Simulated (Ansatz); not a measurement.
Worked example: self-consistent single point of BaP2Os2 (P1, 5 atoms in the cell) in Ansatz (a quantum-chemistry and plane-wave program).

Computed with PBEsol, PAW files made with PBE (plane waves; Ansatz).

The change in words: atoms moved at random. Reference geometry:
```xyz
5
Lattice="-2.0295 2.0295 6.1635 2.0295 -2.0295 6.1635 2.0295 2.0295 -6.1635" Properties=species:S:1:pos:R:3 pbc="T T T"
Ba     0.0000     0.0000     0.0000
P      0.0000     0.0000     8.0999
P      0.0000     0.0000     4.2272
Os     2.0295     0.0000     3.0818
Os     0.0000     2.0295     3.0818
```

Reference input (self-consistent single point, DFT, PBEsol, plane waves, PAW files made with PBE): kpoints.mp_grid.grid = 7 7 7; hamiltonian.xc = pbesol; hamiltonian.pseudopotentials = {kind: paw} (the program's default PAW files); scf.occupations.method = fermi_dirac; scf.occupations.width = 0.0037 Ry. This run's input differs from it in these lines:

Ansatz 0.2 input:
```diff
@@ -7,7 +7,7 @@
   atoms:
-    - { symbol: Ba, position: [0.000000, 0.000000, 0.000000] }
-    - { symbol: P, position: [0.657080, 0.657080, 0.000000] }
-    - { symbol: P, position: [0.342920, 0.342920, 0.000000] }
-    - { symbol: Os, position: [0.250000, 0.750000, 0.500000] }
-    - { symbol: Os, position: [0.750000, 0.250000, 0.500000] }
+    - { symbol: Ba, position: [0.005415, -0.011806, 0.002286] }
+    - { symbol: P, position: [0.653691, 0.646595, -0.011612] }
+    - { symbol: P, position: [0.350406, 0.352086, 0.012960] }
+    - { symbol: Os, position: [0.247720, 0.754916, 0.501836] }
+    - { symbol: Os, position: [0.742768, 0.258210, 0.494529] }
 kpoints:
```

Log, with long lists cut:

```
SCF iter   1: F=—  HF=-29854.262579 eV  |F-HF|=—  |Δ(HF+E_count)|=         —  Δρ=8.53e-2  dr2=2.65e1  ethr=3.10e-3  ⟨swp⟩=11.6  Hψ=32934  notcnv=0
all-band conjugate gradients solve this SCF's bands
preconditioner: auto → Kerker (q_TF=auto, 2.440 Å⁻¹)
SCF iter   2: F=—  HF=-29851.695246 eV  |F-HF|=—  |Δ(HF+E_count)|=    2.57e0  Δρ=3.72e-2  dr2=5.25e0  ethr=3.10e-3  ⟨swp⟩=4.5  Hψ=12380  notcnv=0
   [... lines left out ...]
SCF iter   6: F=—  HF=-29850.951915 eV  |F-HF|=—  |Δ(HF+E_count)|=   1.58e-4  Δρ=1.76e-4  dr2=1.01e-4  ethr=2.07e-6  ⟨swp⟩=2.3  Hψ=7818  notcnv=0  defer=71
SCF iter   7: F=—  HF=-29850.951897 eV  |F-HF|=—  |Δ(HF+E_count)|=   1.79e-5  Δρ=5.29e-5  dr2=9.08e-6  ethr=1.94e-7  ⟨swp⟩=2.4  Hψ=7802  notcnv=0  defer=71
SCF iter   8: F=—  HF=-29850.951907 eV  |F-HF|=—  |Δ(HF+E_count)|=   9.96e-6  Δρ=1.48e-5  dr2=8.16e-7  ethr=1.75e-8  ⟨swp⟩=2.2  Hψ=7493  notcnv=0  defer=71
SCF iter   9: F=-29850.951907 eV  HF=-29850.951907 eV  |F-HF|=1.87e-8  |Δ(HF+E_count)|=   2.08e-8  Δρ=3.44e-6  dr2=3.22e-8  ethr=1.92e-10  ⟨swp⟩=12.4  Hψ=31827  notcnv=0
SCF 1 converged in 9 iterations: F = -29850.951907 eV  dr2 = 3.22e-8
Free energy (F): -29850.951907 eV
Internal energy: -29850.938101 eV  (E = F + TS)
E sigma→0 (E₀):  -29850.945004 eV
Entropy (-TS):   -0.013806 eV (-2.761 meV/atom)
Fermi energy:    13.711574 eV
--- Forces (eV/Å), atoms counted from 1 ---
  atom   1  Ba     0.06048543    -0.06234322     0.21841178
  atom   2  P      0.62991624     0.01241545     0.26237663
  atom   3  P     -0.21714989    -0.80217763     0.14756087
  atom   4  Os     0.07152112    -0.16755243    -0.08691523
  atom   5  Os    -0.54477193     1.01965272    -0.54138965
--- Stress (GPa, compression-positive) ---
       -3.894475      -0.005724      -1.346969
       -0.005724      -2.928357      -1.398566
       -1.346969      -1.398566      -3.403692
  P = ⅓ Tr σ = -3.4088 GPa (-34.088 kbar)
  The stress holds the Pulay correction. Without it, at fixed plane waves, as pw.x and ABINIT print it: P = -3.4550 GPa
```

The run converged in 9 iterations. Against the reference run the free energy rises by 13.3 meV/atom, the pressure goes from -2.95 to -3.41 GPa and the largest force goes from 0.170 to 1.277 eV/Å.

The starting cell comes from a database of computed structures (which also holds hypothetical and non-ambient phases and stackings), without a prior relaxation at this level. For this run, on top of that: atoms moved at random. Spin polarisation is off. With a pressure of about -3 GPa the cell is away from its equilibrium volume at this level. Forces in this geometry exceed 1 eV/Å. Ansatz's pressure includes its estimate of the finite-basis (Pulay) stress.

Cost on one core of a shared machine: roughly 30 s.
